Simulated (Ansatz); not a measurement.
Cell of Rh3Ta (1 1 0) on silicon (1 1 0) (film strained to the substrate, started from cuts of the bulks), with its geometry taken from a PBE run:

```xyz
30
Lattice="3.8679 0.0000 0.0000 3.8679 5.4701 -0.0048 -1.9335 -0.0337 25.3226" Properties=species:S:1:pos:R:3 pbc="T T T"
Si     2.7525     2.3454     2.9437
Si     4.6868     3.6982     2.5802
Si     0.8147    -1.3257     0.1469
Si     2.7535     1.3819     0.8377
Si     2.7524     2.2670     6.6688
Si     4.6863     3.6314     6.5438
Si     0.8187    -0.4734     4.5968
Si     2.7524     0.8735     4.7626
Si     2.7513     2.2691    10.5528
Si     4.6853     3.6111    10.3775
Si     0.8179    -0.4675     8.4788
Si     2.7519     0.8958     8.6035
Si     2.7486     1.4532    14.9101
Si     4.6863     4.1017    14.3119
Si     0.8172    -0.4056    12.2095
Si     2.7507     0.9359    12.5403
Ta     2.7495     1.3091    17.5788
Rh     4.6842     5.4885    16.0867
Rh     0.8153     2.6770    16.0218
Rh     2.7496     4.0673    17.5099
Ta     2.7496     4.0602    20.2138
Rh     0.8157     2.6872    18.8463
Rh     4.6835     5.4240    18.8853
Rh     2.7490     1.3276    20.2761
Ta     2.7506     1.3346    23.0058
Rh     4.6835     5.4455    21.6644
Rh     0.8158     2.6859    21.6320
Rh     2.7493     4.0612    22.9675
Rh     0.8165     2.7381    24.4095
Rh     4.6831     5.3668    24.4772
```

All values below come from r2SCAN (plane waves to 500 eV, PAW; Ansatz, a program for electronic structure). Scalar-relativistic, without spin–orbit coupling; the runs are not spin-polarised. Its k-point mesh 10×6×1, Fermi–Dirac width 0.05 eV.

**Question.** Give the plane-averaged electrostatic potential energy of an electron along the normal (the smooth PAW potential), about its mean over the cell.

**Answer.** 
```csv
z (Å),V (eV)
0.000,1.00
0.396,0.85
0.791,1.94
1.319,5.99
1.715,7.86
2.110,5.17
2.506,0.57
3.033,0.58
3.429,4.82
3.825,6.33
4.220,2.27
4.748,-1.25
5.144,2.42
5.539,6.59
5.935,5.15
6.463,-1.00
6.858,-0.21
7.254,4.82
7.650,6.74
8.177,1.05
8.573,-1.45
8.968,1.82
9.364,6.35
9.760,5.42
10.287,-0.76
10.683,-0.55
11.079,4.13
11.474,6.27
12.002,1.43
12.398,-0.89
12.793,2.10
13.189,6.68
13.716,6.74
14.112,3.21
14.508,0.45
14.903,1.07
15.431,-0.35
15.827,-5.63
16.222,-6.23
16.618,-1.42
17.014,-1.46
17.541,-6.69
17.937,-4.30
18.333,-3.93
18.728,-7.32
19.256,-4.84
19.651,-2.34
20.047,-5.94
20.443,-5.92
20.970,-1.92
21.366,-5.60
21.762,-7.22
22.157,-3.96
22.685,-5.16
23.081,-6.58
23.476,-2.30
23.872,-1.92
24.399,-7.36
24.795,-5.19
25.191,-0.03
```
